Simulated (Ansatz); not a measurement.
Base system: PbO2 in the rutile structure (space group P4_2/mnm, No. 136).

PbO₂ is modelled in the tetragonal space group P4₂/mnm (No. 136), the rutile structure, Pearson symbol tP6. Conventional cell: a = b = 4.998 Å, c = 3.412 Å, α = β = γ = 90.00°. Pb on 2a sees 6 O at 2.174–2.182 Å (octahedral). O on 4f is coordinated by 3 Pb at 2.174–2.182 Å (trigonal planar). (Neighbours: up to the widest gap in distance over summed covalent radii, below 1.35, at either atom; cation-cation and far metal-metal contacts left out.)

Method: DFT with PBEsol, PAW potentials and a 420 eV plane-wave cutoff in Ansatz (an electronic-structure program), scalar-relativistic without spin-orbit coupling.

Before the change:

- Shortest interatomic distance = 2.174 Å
- c/a ratio = 0.683

Now apply this change: every Pb is replaced by Bi; the structure is relaxed again.

Problem. Predict the new shortest interatomic distance and c/a ratio.

Solution. The shortest interatomic distance rises by 0.045 Å, from 2.174 Å to 2.219 Å; the c/a ratio grows by 0.0078 (0.683 → 0.690).

With Pb present, leaving out spin-orbit coupling can change the band edges. No phonon test of stability was made. For BiO2 in this form, whether it has been made was not checked. All final runs are without spin polarisation.
